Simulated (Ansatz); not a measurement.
Input:

End structure of the (111) surface of bcc K in its 1x1 cell, outermost plane spacing 1.52 Å in the ideal cut:

```yaml
crystal:
  lattice:
    - [7.46705, 0.00000, 0.00000]
    - [-3.73352, 6.46665, 0.00000]
    - [0.00000, 0.00000, 27.00000]
  atoms:
    - { symbol: K, position: [0.33333, 0.66667, 0.30792] }
    - { symbol: K, position: [0.66667, 0.33333, 0.36201] }
    - { symbol: K, position: [0.00000, 0.00000, 0.41059] }
    - { symbol: K, position: [0.33333, 0.66667, 0.47199] }
    - { symbol: K, position: [0.66667, 0.33333, 0.52801] }
    - { symbol: K, position: [0.00000, 0.00000, 0.58941] }
    - { symbol: K, position: [0.33333, 0.66667, 0.63799] }
    - { symbol: K, position: [0.66667, 0.33333, 0.69208] }
```

Slab: 8 atoms, 10.7 Å thick at the start; k 6x6x1, smearing 0.1 eV, dipole-corrected; single point; on the structure that PBE left under its start's symmetry; no spin, no spin-orbit, no U.

Problem. Estimate the work function of the top face that r2SCAN, at the PBE geometry (Ansatz, a program for electronic structure) returns for this input.

Solution. 2.17 eV

Problem. Give the surface energy (mean of both faces) at the level r2SCAN, at the PBE geometry.

Solution. 0.14 J/m^2
